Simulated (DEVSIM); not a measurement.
Structure: Pt/Al2O3/n-Ge capacitor, at 300 K.

```csv
layer (left to right),material,thickness (nm),Nd (cm⁻³)
1,Al2O3,9.40,-
2,Ge,1200,2.6e17
```

Metal gate on the left, work function 5.6 eV. Fixed charge at the semiconductor interface 0 cm⁻² (in units of +e); no interface traps.

This is a model device: material constants are rounded textbook-type values typed into the input, and sizes, dopings and lifetimes were drawn at random. Values at 300 K; Nc and Nv go as T^1.5, mobilities as T to minus their exponent, the gap by Varshni's rule with the affinity fixed.

```tsv
parameter	Al2O3	Ge
gap (eV)	6.8	0.664
affinity (eV)	1.35	4
permittivity	9	16
Nc (cm⁻³)	-	1.04e19
Nv (cm⁻³)	-	6e18
Varshni α (eV/K)	-	0.000477
Varshni β (K)	-	235
```

Simulated with DEVSIM: 1D Poisson equation in equilibrium, Boltzmann statistics, complete ionisation; no quantum confinement or tunnelling. Metal contacts follow the ideal Schottky-Mott rule: no Fermi-level pinning, no interface dipoles.

The temperature was swept, all else fixed.

| temperature (K) | flat-band voltage (V) | threshold voltage (band bending 2φF) (V) | minimum of the low-frequency capacitance (μF/cm²) |
|---|---|---|---|
| 250 | 1.53 | 0.68 | 0.201 |
| 300 | 1.50 | 0.74 | 0.220 |
| 350 | 1.48 | 0.79 | 0.237 |
| 400 | 1.46 | 0.86 | 0.262 |
| 450 | 1.43 | [?] | [?] |
| 500 | 1.41 | 0.99 | 0.346 |

Q: Some entries are withheld; supply them.

A: 
- 450, threshold voltage (band bending 2φF) (V): 0.92
- 450, minimum of the low-frequency capacitance (μF/cm²): 0.305
